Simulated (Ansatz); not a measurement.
Base system: CsSnI3 in the cubic perovskite structure (space group Pm-3m, No. 221).

```
CELL_PARAMETERS angstrom
      6.22445     0.00000     0.00000
      0.00000     6.22445     0.00000
      0.00000     0.00000     6.22445
ATOMIC_POSITIONS crystal
  Cs 0.00000 0.00000 0.00000
  Sn 0.50000 0.50000 0.50000
  I  0.00000 0.50000 0.50000
  I  0.50000 0.50000 0.00000
  I  0.50000 0.00000 0.50000
```

Calculations: r2SCAN (Ansatz, an electronic-structure program, PAW, scalar-relativistic without spin-orbit coupling).

For the base:

```
Property                                Result
-----------------------------  ---------------
Width of the top valence band          2.44 eV
Hole mass                      0.042 mₑ (at R)
Band gap                               0.46 eV
Shortest interatomic distance          3.112 Å
```

Perturbation: cell and atoms relaxed at a pressure of 0.3 GPa.

What happens to the width of the top valence band, hole mass, band gap and shortest interatomic distance?

The width of the top valence band rises by 0.11 eV to 2.55 eV; the hole mass changes from 0.042 mₑ (at R) to 0.035 mₑ (at R); the band gap drops by 0.08 eV, from 0.46 eV to 0.38 eV; the shortest interatomic distance falls by 0.017 Å to 3.095 Å.

With I present, leaving out spin-orbit coupling can change the band edges. Load acts through the strain it causes; cell and atoms are relaxed under it. Effective masses come from finite differences of ±0.01 Å⁻¹. Stability against distortions was not tested. Many cubic perovskites are stable only at high temperature; tilts and polar distortions were not tested.
